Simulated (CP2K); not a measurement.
Worked example: self-consistent single point of TiAl (P4/mmm, 2 atoms in the cell) in CP2K.

Computed with PBEsol, GPW, DZVP-MOLOPT-SR-GTH basis, GTH-PBE potentials (GTH_POTENTIALS) in CP2K.

```yaml
crystal:
  lattice:
    - [2.77618, 0.00000, 0.00000]
    - [0.00000, 2.77618, 0.00000]
    - [0.00000, 0.00000, 4.01640]
  atoms:
    - { symbol: Ti, position: [0.50000, 0.50000, 0.50000] }
    - { symbol: Al, position: [0.00000, 0.00000, 0.00000] }
```

Reference input (self-consistent single point, DFT PBE, GPW, DZVP-MOLOPT-SR-GTH basis, GTH-PBE potentials (GTH_POTENTIALS)): CUTOFF = 600 Ry; REL_CUTOFF = 40 Ry; SMEAR/METHOD = FERMI_DIRAC; ELECTRONIC_TEMPERATURE = 1160.45 K; KPOINTS/SCHEME = MACDONALD 12 12 8 0.04166666667 0.04166666667 0.0625; XC_FUNCTIONAL = PBE; Ti/BASIS_SET = DZVP-MOLOPT-SR-GTH; Ti/POTENTIAL = GTH-PBE-q12; Al/BASIS_SET = DZVP-MOLOPT-SR-GTH; Al/POTENTIAL = GTH-PBE-q3; METHOD = GPW; EPS_DEFAULT = 1e-10. This run's input differs from it in these lines:

```diff
@@ -42,3 +42,6 @@
     &XC
-      &XC_FUNCTIONAL PBE
+      &XC_FUNCTIONAL
+        &PBE
+          PARAMETRIZATION PBESOL
+        &END PBE
       &END XC_FUNCTIONAL
```

Output, abridged:

```
 SCF WAVEFUNCTION OPTIMIZATION

  Step     Update method      Time    Convergence         Total energy    Change
     1 NoMix/Diag. 0.30E+00      -     1.62993625       -60.7265760723 -6.07E+01
     2 Broy./Diag. 0.30E+00      -     0.02746833       -60.6582984664  6.83E-02
     3 Broy./Diag. 0.30E+00      -     0.04917214       -60.3064189205  3.52E-01
     4 Broy./Diag. 0.30E+00      -     0.00164521       -60.2017799689  1.05E-01
     5 Broy./Diag. 0.30E+00      -     0.00375117       -60.1921983354  9.58E-03
     6 Broy./Diag. 0.30E+00      -     0.00025037       -60.1971293450 -4.93E-03
     7 Broy./Diag. 0.30E+00      -     0.00028467       -60.1975824580 -4.53E-04
     8 Broy./Diag. 0.30E+00      -     0.00000760       -60.1980407754 -4.58E-04
     9 Broy./Diag. 0.30E+00      -     0.00000797       -60.1979269585  1.14E-04
    10 Broy./Diag. 0.30E+00      -     0.00000026       -60.1979384323 -1.15E-05
  *** SCF run converged in    10 steps ***

  Overlap energy of the core charge distribution:               0.00000000000000
  Self energy of the core charge distribution:               -112.54097482347350
  Core Hamiltonian energy:                                     28.43680577947309
  Hartree energy:                                              31.98889457687765
  Exchange-correlation energy:                                 -8.08060182769536
  Electronic entropic energy:                                  -0.00206213869748
  Fermi energy:                                                 0.35650957503963

  Total energy:                                               -60.19793843230563
  Total energy (extrapolated to T->0):                        -60.19690736295689

                     Mulliken Population Analysis

   [... lines left out ...]

 STRESS| Analytical stress tensor [bar]
 STRESS|                        x                   y                   z
 STRESS|      x        3.57407083677E+04   1.35619776417E-05   1.46585697772E-05
 STRESS|      y        1.35619776417E-05   3.57409357332E+04   1.46617933286E-05
 STRESS|      z        1.46585697772E-05   1.46617933286E-05   3.47114032214E+04
 STRESS| 1/3 Trace                                             3.53976824408E+04
```

The run converged in 10 iterations. Against the reference run the pressure goes from 5.98 to 3.54 GPa.

The starting cell comes from a database of computed structures (which also holds hypothetical and non-ambient phases and stackings), without a prior relaxation at this level. Its lattice was rescaled by a random factor within 2.5 % of one. Spin polarisation is off. Values carry the incompleteness of an atom-centred basis. The potentials were made for another functional than the one used. With a pressure of about 4 GPa the cell is away from its equilibrium volume at this level.

Cost on one core of a shared machine: roughly 4 min.
